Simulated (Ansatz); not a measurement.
What tensor shear ε_xy = +0.29 % does to LiCl

Base system: LiCl in the rock salt structure (space group Fm-3m, No. 225; a = 5.064 Å). Axes: x, y, z lie along the cube axes.

Modification: a pure shear with ε_xy = ε_yx = 0.0029; the atoms relax in the strained cell.

The values are results of DFT with PBEsol, PAW potentials and a 420 eV plane-wave cutoff in Ansatz (a program for electronic structure), no spin-orbit coupling, not measurements. k-mesh 11×11×11 (Γ-centred); smearing 0.05 eV (Fermi–Dirac).

| quantity | base | changed | shift |
|---|---|---|---|
| space group | Fm-3m (No. 225) | Immm (No. 71) | – |
| shortest interatomic distance | 2.532 Å | 2.532 Å | 0.000 Å |
| energy relative to the base (free energy F) | 0 meV/atom | 0.0 meV/atom | 0.0 meV/atom |
| band gap | 6.35 eV | 6.33 eV | -0.02 eV |
| gap character | direct at Γ | direct at Γ | – |
| electron mass | 0.46 mₑ (at Γ) | 0.46 mₑ (at Γ) | – |
| valley order (the lowest conduction-band minima on the path, energy above the VBM, named in the base's zone) | Γ 6.35 eV; L along ⟨111⟩ 6.58 eV; X along ⟨100⟩ 7.78 eV | Γ 6.33 eV; L along [1-11] 6.54 eV; L along [111] 6.57 eV; X along [001] 7.76 eV | – |
| stress (xx, yy, zz, yz, xz, xy; compression positive) | – | (0.00, 0.00, 0.00, 0.00, 0.00, -0.15) GPa | – |

Effective masses come from finite differences of ±0.01 Å⁻¹. Whether these cells are dynamically stable was not tested. Labels are those of the standard path for the cell's own space group.
